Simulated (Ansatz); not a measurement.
## InAlSb₂ (P-4m2, No. 115, 4 atoms in the cell; start mp-1228890)

All values below come from PBE0 (plane waves, PAW; Ansatz, an electronic-structure program).

Settings: plane-wave cutoff 460 eV, 6×6×4 k mesh (along the axes of the cell as run), Fermi–Dirac smearing 0.01 eV, scalar-relativistic PAW data made under PBE.

Cell (relaxed with PBEsol):

```xyz
4
Lattice="4.4777 0.0000 0.0000 0.0000 4.4777 0.0000 0.0000 0.0000 6.3310" Properties=species:S:1:pos:R:3 pbc="T T T"
Al     0.0000     0.0000     0.0000
In     2.2389     2.2389     3.1655
Sb     0.0000     2.2389     1.4781
Sb     2.2389     0.0000     4.8529
```

```json
{
  "band_gap": "1.84 eV (on the SCF k mesh)"
}
```

Note: cell and atoms aren't relaxed at this level (pressure 0.4 GPa).

Spin–orbit coupling is not included; with these elements it can move the gap by several tenths of an eV or more.

The computed numbers hold no vibrational or temperature effects.

A start named mp-… is a Materials Project structure, which need not be a measured phase.
